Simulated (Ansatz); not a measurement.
The parent structure is PtGe (space group Pnma, No. 62; a = 5.819 Å, b = 3.757 Å, c = 6.175 Å). Axes: x, y, z lie along a, b, c of the conventional cell.

Computed with Kohn–Sham DFT with the PBE functional, run in Ansatz (a program for electronic structure) with PAW and 420 eV plane waves, no SOC.

For the base:

```
Property                        Result
-----------------------------  -------
Band gap                          zero
Shortest interatomic distance  2.508 Å
```

The change: uniaxial stress, 1 GPa compression along z, with the cell and atoms free to relax against it.

Problem. Predict the new energy relative to the base, band gap and shortest interatomic distance.

Solution. The energy goes up by 0.4 meV/atom; the band gap stays zero; the shortest interatomic distance is nearly the same (2.508 Å against 2.509 Å).

Without a gap, meshes like the base's 8×12×8 leave anisotropic stresses uncertain by several tenths of a GPa, and small strain energies with them. Load acts through the strain it causes; cell and atoms are relaxed under it. Beyond what the load breaks, stability against distortions was not tested. The final runs are not spin-polarised.
